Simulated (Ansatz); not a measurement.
The reference is SiC in the zinc blende structure (space group F-43m, No. 216; a = 4.3563 Å).

One thing is altered: the cell is scaled by 0.9563 in all directions; the atoms relax in the strained cell.

Levels (all Ansatz, a first-principles code, PAW): r2SCAN (500 eV, scalar-relativistic without spin-orbit coupling); HSE06+SOC (420 eV, noncollinear with spin-orbit coupling).

The geometry is relaxed with r2SCAN.

| Item | Value |
|---|---|
| r2SCAN valence-band top at Γ | 0.00, 0.00, 0.00 eV |
| r2SCAN band gap | 1.61 eV |

Q: Predict the valence-band top at Γ and band gap from HSE06+SOC.

A: The valence-band top at Γ (three highest Kramers pairs, from the VBM) becomes 0.00, 0.00, -0.02 eV (r2SCAN: 0.00, 0.00, 0.00 eV); the band gap goes up by 0.52 eV (1.61 eV → 2.13 eV). The threefold valence maximum splits by Δso ≈ 16 meV.

Single points use the geometry relaxed with r2SCAN. HSE06 was sampled on its mesh, a few special points and the semilocal edge points, so its gap is an upper bound. The spin-orbit shifts are approximate. Stability against distortions was not tested.
